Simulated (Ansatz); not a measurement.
# Ru: Ru → Si

Start from Ru in the hcp (Mg type) structure (space group P6_3/mmc, No. 194; a = 2.692 Å, c = 4.246 Å).

Now apply this change: Si takes the place of Ru on all its sites, then cell and atoms are relaxed.

Calculations: PBEsol in Ansatz (plane waves to 420 eV, PAW, no SOC). Settings: 20×20×10 k-points, 0.05 eV Fermi–Dirac smearing, for the changed cell.

| quantity | base | changed | shift |
|---|---|---|---|
| volume per atom | 13.32 Å³ | 13.96 Å³ | +0.634 Å³ |
| lattice parameter a | 5.087 bohr | 5.035 bohr | -0.0514 bohr |
| c/a ratio | 1.577 | 1.703 | +0.126 |
| space group | P6_3/mmc (No. 194) | P6_3/mmc (No. 194) | – |
| shortest interatomic distance | 4.972 bohr | 5.035 bohr | +0.0637 bohr |
| band gap | zero | zero | – |

Final structure:

```xyz
2
Lattice="2.6647 0.0000 0.0000 -1.3323 2.3077 0.0000 0.0000 0.0000 4.5392" Properties=species:S:1:pos:R:3 pbc="T T T"
Si     0.0000     1.5384     3.4044
Si     1.3323     0.7692     1.1348
```

Whether these cells are dynamically stable was not tested. For Si in this form, whether it has been made was not checked. The final runs are not spin-polarised. This is not the structure that Si has at room temperature and ambient pressure.

Ansatz is a quantum-chemistry and plane-wave program.
